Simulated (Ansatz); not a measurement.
## Element substitutions in TiC

The parent structure is TiC in the rock salt structure (space group Fm-3m, No. 225; a = 4.2933 Å).

Each row replaces one element on all its sites; cell and atoms are relaxed.

Computed with Ansatz (an electronic-structure program), PBEsol, PAW, cutoff 420 eV, without spin-orbit coupling.

Candidates:
(a) Ti → Be
(b) Ti → Ca
(c) C → B
(d) Ti → Cd

For the base:

The lattice parameter a comes out as 4.293 Å.

Task: Order them by lattice parameter a, highest first.

Result: (b) Ti → Ca (5.153 Å), (d) Ti → Cd (4.751 Å), (c) C → B (4.489 Å), (a) Ti → Be (3.841 Å)

Stability against distortions was not tested. As relaxed here, BeC, CaC, TiB and CdC are hypothetical phases, not in the database extracts checked. All final runs are without spin polarisation. An odd electron count without spin: TiB.
